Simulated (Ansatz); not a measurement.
InP (F-43m), Ansatz (a first-principles code) with r2SCAN with spin-orbit coupling, rigid bands: N_v = 2.48e19 cm⁻³ at 300 K and a hole conductivity mass of 0.568 mₑ.

### Question
For 1e17 holes per cm³ at 300 K, place the Fermi level, estimate the Seebeck coefficient of a parabolic band with constant τ, and give mobility and conductivity for τ = 20 fs.

### Answer
The level lies k_BT ln(N_v/p) = 0.143 eV above the valence-band maximum. S ≈ +(k_B/e)[ln(N_v/p) + 5/2] = 691 μV/K, against 713 μV/K from the full bands (mean over directions). μ = eτ/m = 61.9 cm²/(V·s) and σ = peμ = 0.992 S/cm. τ is assumed, not computed.

Band transport and this doping are assumed; polarons and phonon drag are left out.
